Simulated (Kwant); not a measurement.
Model system: wire with a side stub in a In0.53Ga0.47As two-dimensional gas. Effective mass 0.041 mₑ, grid spacing 8.3 nm, hard walls, nominal width 200 nm (25 grid rows, so walls 215.8 nm apart), one parabolic valley, scattering region 600 nm long along x; energies count from the band bottom; Fermi energy swept from 0.00018343 to 0.0021782 eV. Closed stub on one side, 200 nm wide and 100 nm deep.

The device is made up for the run: typed textbook-type constants, with dimensions and the other settings drawn at random.

Computed with Kwant: effective-mass tight-binding model on a square grid, one spin, coherent transport at 0 K. Conductance is in e²/h.

Sweep values stay those of the base run.

The effective mass was swept, all else fixed.

| effective mass (mₑ) | G (e²/h) at E = 1.675 meV | G (e²/h) at E = 0.6696 meV | mean G (e²/h) over the sweep | G (e²/h) at E = 2.178 meV |
|---|---|---|---|---|
| 0.025 | ___ | ___ | ___ | ___ |
| 0.033 | 1.23 | 0.60 | 1.09 | 1.73 |
| 0.041 | 1.76 | 0.94 | 1.36 | 2.02 |

Task: Complete the blanks.

Result: 
- 0.025, G (e²/h) at E = 1.675 meV: 1.02
- 0.025, G (e²/h) at E = 0.6696 meV: 0.86
- 0.025, mean G (e²/h) over the sweep: 0.88
- 0.025, G (e²/h) at E = 2.178 meV: 1.16
